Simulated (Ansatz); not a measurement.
**rock-salt TiN (0 0 1) on silicon (0 0 1), B on 5 of 5 substrate sites at each interface (film strained to the substrate, started from cuts of the bulks and a machine-learned relaxation; slabs Si50B10 and N48Ti48, which can lie off the formulas)**

A periodic stack without vacuum, rock-salt TiN (0 0 1) on silicon (0 0 1), B on 5 of 5 substrate sites at each interface (film strained to the substrate, started from cuts of the bulks and a machine-learned relaxation; slabs Si50B10 and N48Ti48, which can lie off the formulas): substrate slab Si50B10, film N48Ti48, surface cells [[-3, -1], [-1, -2]] and [[0, -2], [4, 2]], film strained by +1.8 and +1.8 %, outermost planes Si/Si and NTi/NTi as cut, which need not be the usual terminations and can put a slab off its formula.

The start was prepared with a machine-learned potential, and the result is one local minimum, with the in-plane cell held and forces under 0.04 eV/Å; the film can end far from its bulk form.

Level of theory: PBE (plane waves to 420 eV, PAW; Ansatz, a first-principles code). No spin–orbit coupling; the runs are not spin-polarised; PBE gaps are too small against experiment. Its k-point mesh 3×3×1, Fermi–Dirac width 0.05 eV.

The interface area is 74.8 Å², the period comes out as 28.00 Å and the heights between the nearest atoms of the two slabs at the two interfaces is 0.93 and 1.12 Å. The B–Ti contacts across the interfaces within 1.22 times the sum of covalent radii is 28, mean 2.57 Å and the Si–Ti contacts across the interfaces within 1.22 times the sum of covalent radii comes out as 11, mean 2.88 Å. The B–N contacts across the interfaces within 1.22 times the sum of covalent radii is 9, mean 1.46 Å and the hole barrier (PBE, at the middle of a substrate layer that carries a field) comes out as 0.24 eV. The electron barrier (PBE, at the middle of a substrate layer that carries a field) is 0.37 eV. The slope of the mean potential energy in the substrate comes out as -1.1 MV/cm × e.

```xyz
156
Lattice="8.6482 -0.0002 0.1120 -0.0001 8.6488 0.0345 -1.3490 0.9856 27.9876" Properties=species:S:1:pos:R:3 pbc="T T T"
Si     7.8806     4.8891     2.1721
Si     3.1456     7.2558     2.0147
Si     5.5609     1.6229     2.0482
Si     2.7466     3.1004     1.9648
Si     0.0515     8.8498     1.9435
B      4.4074     6.5611     0.6539
B      1.8262     8.4651     0.8827
B      4.2442     2.4505     0.7630
B      1.0340     3.9518     2.2808
B      6.9146     0.5900     0.9095
Si     7.8047     2.6822     4.8976
Si     4.3710     4.4287     4.5371
Si     6.1297     7.8074     4.7100
Si     2.5755     1.0154     4.6775
Si     0.9091     6.1790     4.8198
Si     6.2686     3.5198     3.3262
Si     2.4735     5.3023     3.2839
Si     4.3456     8.7400     3.4494
Si     0.8604     2.0065     3.2969
Si     7.9656     6.9756     3.3733
Si     6.8908     5.2605     7.4900
Si     3.5153     7.0192     7.4605
Si     5.1759     1.7895     7.4372
Si     1.7972     3.5537     7.4153
Si     0.0062     8.7159     7.4718
Si     5.2140     6.1046     6.0477
Si     1.7817     7.9164     6.1339
Si     3.5066     2.7240     5.9984
Si     0.0295     4.4155     6.1094
Si     6.9430     0.8807     6.1331
Si     7.7677     2.6967    10.1512
Si     4.3049     4.4059    10.2155
Si     6.0344     7.7863    10.2785
Si     2.5666     0.9669    10.2235
Si     0.8576     6.1035    10.1117
Si     6.0150     3.5265     8.8201
Si     2.6282     5.2783     8.7952
Si     4.3263     8.7285     8.8998
Si     0.8976     1.8223     8.7633
Si     7.7539     6.9555     8.8880
Si     6.9406     5.1783    13.0497
Si     3.3392     6.9838    12.9891
Si     5.2297     1.7670    12.7887
Si     1.5891     3.6286    12.9729
Si    -0.0520     8.7216    12.8438
Si     5.1430     6.0508    11.7051
Si     1.6702     7.8081    11.5165
Si     3.4045     2.7465    11.6257
Si    -0.0445     4.3944    11.4563
Si     6.9454     0.9310    11.4561
B     -0.7737     1.8830    15.2386
B      5.1550     3.5297    15.6351
B      5.6476     7.8321    15.4171
B      2.8869     1.1389    15.3490
B      0.6158     7.0412    15.2523
Si     6.5015     3.1186    14.2605
Si     1.8776     5.6392    14.3033
Si     4.2742     8.7763    14.2274
Si     1.0274     1.6758    14.2230
Si     7.4635     7.1436    14.3338
N      0.9543     5.5686    18.9608
N      5.2728     5.5713    18.9951
N      3.1097     7.7272    18.9344
N      7.4526     7.7336    18.9883
N      0.9493     1.2350    18.8874
N      5.2766     1.2362    18.9438
N      3.1101     3.4040    18.9406
N      7.4399     3.4061    19.0261
N      3.1600     5.5980    16.9029
N      7.4509     5.5398    16.9591
N      5.3217     7.7147    16.8562
N      1.0026     7.6760    16.5300
N      3.1025     1.2380    16.7871
N      7.4589     1.3304    16.6585
N      5.2987     3.3901    17.0294
N      0.9918     3.4559    16.8315
N      0.8957     5.5565    23.1133
N      5.2167     5.5499    23.1712
N      3.0604     7.7161    23.1564
N      7.3762     7.7179    23.2042
N      0.8867     1.2264    23.1224
N      5.2201     1.2323    23.1834
N      3.0540     3.3893    23.1638
N      7.3789     3.3935    23.1964
N      3.0881     5.5616    21.0846
N      7.4069     5.5587    21.1399
N      5.2510     7.7293    21.0827
N      0.9221     7.7287    21.0214
N      3.0797     1.2334    21.0279
N      7.4155     1.2349    21.0775
N      5.2407     3.3917    21.1002
N      0.9271     3.3941    21.0476
N      0.8190     5.5481    27.3002
N      5.1484     5.5159    27.3580
N      2.9877     7.7212    27.2476
N     -1.3261     7.6718    27.3001
N      0.8586     1.1784    27.4648
N      5.1718     1.2266    27.5062
N      2.9661     3.3879    27.3017
N     -1.3183     3.4159    27.3037
N      3.0276     5.5465    25.2633
N      7.3471     5.5522    25.3240
N      5.1962     7.7049    25.3352
N      0.8590     7.7066    25.2421
N      3.0311     1.2228    25.2697
N      7.3518     1.2190    25.3123
N      5.2007     3.3832    25.3134
N      0.8556     3.3816    25.2565
Ti     3.0863     5.5688    19.0292
Ti     7.4627     5.6063    19.0727
Ti     5.2781     7.7411    18.9726
Ti     0.9509     7.7643    18.9226
Ti     3.1120     1.2382    18.8957
Ti     7.4379     1.2196    18.9555
Ti     5.2551     3.3979    18.9966
Ti     0.9513     3.3504    18.9604
Ti     1.0171     5.4389    16.9483
Ti     5.2599     5.5713    16.9714
Ti     3.1274     7.6176    16.9590
Ti     7.4905     7.5410    16.9072
Ti     0.9582     1.4383    16.8142
Ti     5.3406     1.2307    16.9284
Ti     3.1018     3.5489    16.8702
Ti     7.4897     3.5649    17.0246
Ti     3.0658     5.5511    23.1380
Ti     7.3684     5.5610    23.2128
Ti     5.2278     7.7047    23.1972
Ti     0.8861     7.7239    23.1445
Ti     3.0624     1.2349    23.1648
Ti     7.3725     1.2255    23.2014
Ti     5.2282     3.3941    23.2081
Ti     0.8799     3.3889    23.1388
Ti     0.9274     5.5548    21.0376
Ti     5.2387     5.5667    21.1126
Ti     3.0791     7.7274    21.0284
Ti     7.4188     7.7355    21.1190
Ti     0.9151     1.2402    21.0031
Ti     5.2531     1.2276    21.0523
Ti     3.0804     3.3945    21.0830
Ti     7.4129     3.3797    21.1153
Ti     3.0459     5.5364    27.3308
Ti    -1.3497     5.5568    27.2946
Ti     5.2388     7.5523    27.3773
Ti     0.7527     7.5492    27.2572
Ti     3.0133     1.2291    27.2636
Ti    -1.3162     1.1896    27.2815
Ti     5.2892     3.4885    27.3250
Ti     0.7021     3.5405    27.2865
Ti     0.8614     5.5493    25.1815
Ti     5.2002     5.5490    25.2322
Ti     3.0337     7.7106    25.2814
Ti     7.3574     7.7612    25.2922
Ti     0.8772     1.2169    25.2389
Ti     5.1771     1.2190    25.3171
Ti     3.0154     3.3826    25.2425
Ti     7.3570     3.3369    25.2828
```
